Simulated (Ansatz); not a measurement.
Consider Rh in the fcc (Cu type) structure (space group Fm-3m, No. 225; a = 3.802 Å; relaxed with 0.1 eV smearing). Axes: x, y, z lie along the cube axes.

The values are results of Ansatz (a first-principles code) r2SCAN, no SOC, not measurements.

Strains are applied to the cell and any free atomic positions relax; under biaxial strain the out-of-plane vector relaxes too.

One change was made to it. Results:

The pressure (mean of the normal stresses, compression positive) goes from zero to -1.7 GPa; the volume per atom grows by 0.083 Å³, from 13.73 Å³ to 13.82 Å³; the energy increases by 0.9 meV/atom.

**Question.** Which change produced these results?
A) biaxial strain +1.67 %, plane normal [111], relaxed out of plane
B) biaxial strain +2.50 %, plane normal [111], relaxed out of plane
C) biaxial strain +0.42 %, plane normal [111], relaxed out of plane
D) biaxial strain +2.08 %, plane normal [111], relaxed out of plane

**Answer.** C, biaxial strain +0.42 %, plane normal [111], relaxed out of plane. For comparison, the energy relative to the base in the other runs: biaxial strain +2.08 %, plane normal [111], relaxed out of plane gives +21 meV/atom; biaxial strain +1.67 %, plane normal [111], relaxed out of plane gives +14 meV/atom; biaxial strain +2.50 %, plane normal [111], relaxed out of plane gives +29 meV/atom.

Whether these cells are dynamically stable was not tested. All final runs are without spin polarisation. Rh lies near a magnetic instability that expansion can trigger; it was not tested.
